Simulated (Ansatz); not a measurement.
Tunnelling through a barrier is set by its complex band structure: the current falls as exp(−2κd) with the smallest κ.

Data:

```
CELL_PARAMETERS angstrom
      3.99814     0.00000     0.00000
      0.00000     4.26484     0.00000
      0.00000     0.00000    11.14880
ATOMIC_POSITIONS crystal
  Sn 0.75000 0.61270 0.61831
  Sn 0.25000 0.38730 0.38169
  Sn 0.25000 0.11270 0.88169
  Sn 0.75000 0.88730 0.11831
  S  0.75000 0.97477 0.35299
  S  0.25000 0.02523 0.64701
  S  0.25000 0.47477 0.14701
  S  0.75000 0.52523 0.85299
```

Space group of this cell: Pnma. The cell was relaxed by PBE-D3(BJ); by PBEsol its mean pressure is -0.8 GPa.

Transport runs along the normal of the first two printed cell vectors.

The gap is the functional's own. No spin-orbit coupling. Mid-gap values are interpolated on the energy grid.

Q: Predict the band gap and the smallest decay constant κ at mid-gap from Ansatz (a first-principles code) with PBEsol.

A: Gap 0.80 eV on a 8×8×4 mesh; κ = 0.080 1/Å, at the zone centre.
